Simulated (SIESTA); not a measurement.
Band structure of BAs (F-43m, 2 atoms in the cell).

```xyz
2
Lattice="0.0000 2.3900 2.3900 2.3900 0.0000 2.3900 2.3900 2.3900 0.0000" Properties=species:S:1:pos:R:3 pbc="T T T"
B      0.0000     0.0000     0.0000
As     1.1950     1.1950     1.1950
```

Method of the run: GGA PBE, numerical atomic orbitals TZP, PseudoDojo PBE standard norm-conserving potentials (rewritten from UPF to PSML) (SIESTA).

Settings: XC.functional = GGA; XC.authors = PBE; potentials = PseudoDojo PBE standard; PAO.BasisSize = TZP; PAO.EnergyShift = 0.005 Ry; MeshCutoff = 400 Ry; kgrid.MonkhorstPack = 8 8 8; OccupationFunction = FD; ElectronicTemperature = 50 meV; MaxSCFIterations = 150; SCF.Mixer.Method = Pulay; SCF.Mixer.Weight = 0.2; SCF.Mixer.History = 8; SCF.DM.Tolerance = 1.0E-04.

The starting cell has typed, rounded lattice constants, without a prior relaxation at this level. Values carry the incompleteness of an atom-centred basis.

### Question
Predict the gap along the standard path and the places of the band edges.

### Answer
The gap along the path is 1.43 eV, from Γ to a point between Γ and X; the smallest direct gap on it is 3.40 eV.

Levels in eV from the top of the valence band on the path, bands 6 to 10:
```tsv
point	6	7	8	9	10
Γ	-15.47	0.00	0.00	0.00	3.40
X	-11.37	-8.61	-4.19	-4.19	1.73
W	-11.22	-8.12	-5.59	-5.28	5.71
K	-11.41	-8.22	-6.04	-3.58	2.30
L	-12.66	-8.89	-1.90	-1.90	2.81
U	-11.41	-8.22	-6.04	-3.58	2.30
```

Higher empty bands are left out: an atom-centred basis made for the valence describes them poorly.
